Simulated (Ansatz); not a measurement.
Defect migration in polar orthorhombic HfO2 with all lengths changed by -1 %: O vacancy, charge state +2. The step: a nearby O atom hops onto the vacant site; the atom moves 2.55 Å along (0.20, 0.02, 0.46) of the unit cell; the moving atom starts with neighbours Hf at 2.03, Hf at 2.12, Hf at 2.17; O at 2.57 Å and ends with 2 Hf at 2.08, Hf at 2.15; O at 2.53, O at 2.61 Å. DFT values are from Ansatz (plane-wave PAW, 420 eV unless said) in a cell of 96 host sites, spin-restricted, static, with no finite-size correction. The host's phase is taken as given; its stability against other phases was not computed. The charge state is imposed; whether it is stable for some Fermi level was not computed. Forms of the defect that were not tried may lie lower. For the PBE band: the saddle point's order was not checked.

```csv
Level,Forward barrier (eV),Cost of the band or of the saddle's single point
"CHGNet universal potential (has no charge state), its own band",0.48,-
"PBE, the Γ point alone, band relaxed",0.50,very roughly 18 core-minutes
"PBE, a 2×2×2 k-point mesh shifted by half a step, same geometries",0.50,about 8 core-minutes (a rough figure)
```

Ansatz is an electronic-structure program.
